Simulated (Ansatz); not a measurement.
The reference is InAs in the zinc blende structure (space group F-43m, No. 216; a = 6.087 Å). Axes: x, y, z lie along the cube axes.

Computed with PBEsol, PAW, 420 eV (Ansatz, an electronic-structure program; spin-orbit coupling left out).

Strains are applied to the cell and any free atomic positions relax; under biaxial strain the out-of-plane vector relaxes too.

One change was made to it. Results:

The pressure (mean of the normal stresses, compression positive) goes from zero to -0.6 GPa; the energy goes up by 1.4 meV/atom; the volume per atom rises by 0.32 Å³ (28.20 Å³ → 28.52 Å³).

Which of these changes matches the shifts?
A. biaxial strain +0.83 %, plane normal [111], relaxed out of plane
B. biaxial strain −1.67 %, plane normal [111], relaxed out of plane
C. biaxial strain −0.42 %, plane normal [111], relaxed out of plane
D. biaxial strain +1.67 %, plane normal [111], relaxed out of plane

A, biaxial strain +0.83 %, plane normal [111], relaxed out of plane. For comparison, the volume per atom in the other runs: biaxial strain +1.67 %, plane normal [111], relaxed out of plane gives 28.85 Å³; biaxial strain −0.42 %, plane normal [111], relaxed out of plane gives 28.03 Å³; biaxial strain −1.67 %, plane normal [111], relaxed out of plane gives 27.55 Å³.

The mesh was chosen for an insulator and is coarse for the gapless case. Whether these cells are dynamically stable was not tested. All final runs are without spin polarisation. Gaps under 0.05 eV, about the width of the smearing, are given as zero.
